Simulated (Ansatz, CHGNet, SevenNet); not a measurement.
**L1₂ (Cu3Au-type) Ni3Si: properties by level of theory**

Reference values: lattice constant a 3.510 Å (measured, temperature not stated, not corrected to a static lattice; as tabulated in Metallic Nickel Silicides: Experiments and Theory for NiSi and First Principles …).

```json
[
 {"level (code)": "CHGNet-r²SCAN (CHGNet)", "lattice constant a (Å)": "3.465", "elastic constant C11 (GPa)": "271", "elastic constant C44 (GPa)": "?", "Voigt–Reuss–Hill shear modulus (GPa)": "?", "enthalpy of formation (eV/atom)": "-0.464"},
 {"level (code)": "SevenNet-0 (SevenNet)", "lattice constant a (Å)": "3.496", "elastic constant C11 (GPa)": "?", "elastic constant C44 (GPa)": "75.3", "Voigt–Reuss–Hill shear modulus (GPa)": "62.6", "enthalpy of formation (eV/atom)": "-0.449"},
 {"level (code)": "LDA (Ansatz)", "lattice constant a (Å)": "3.428", "elastic constant C11 (GPa)": "375", "elastic constant C44 (GPa)": "155", "Voigt–Reuss–Hill shear modulus (GPa)": "123", "enthalpy of formation (eV/atom)": "?"},
 {"level (code)": "r²SCAN (Ansatz)", "lattice constant a (Å)": "3.465", "elastic constant C11 (GPa)": "350", "elastic constant C44 (GPa)": "150", "Voigt–Reuss–Hill shear modulus (GPa)": "?", "enthalpy of formation (eV/atom)": "-0.437"}
]
```

### Question
Some entries are withheld; supply them.

### Answer

- CHGNet-r²SCAN (CHGNet), elastic constant C44 (GPa): 41.5
- CHGNet-r²SCAN (CHGNet), Voigt–Reuss–Hill shear modulus (GPa): 32.0
- SevenNet-0 (SevenNet), elastic constant C11 (GPa): 266
- LDA (Ansatz, a program for electronic structure), enthalpy of formation (eV/atom): -0.549
- r²SCAN (Ansatz), Voigt–Reuss–Hill shear modulus (GPa): 118

Machine-learned potentials (CHGNet-r²SCAN, SevenNet-0) are trained on DFT data, which may include these solids.

Ansatz's density-functional and Hartree–Fock values are scalar-relativistic unless marked +SOC, with PAW data made under PBE.

The crystal itself was run without spin with LDA, r²SCAN.

The computed numbers hold no vibrational or temperature effects.
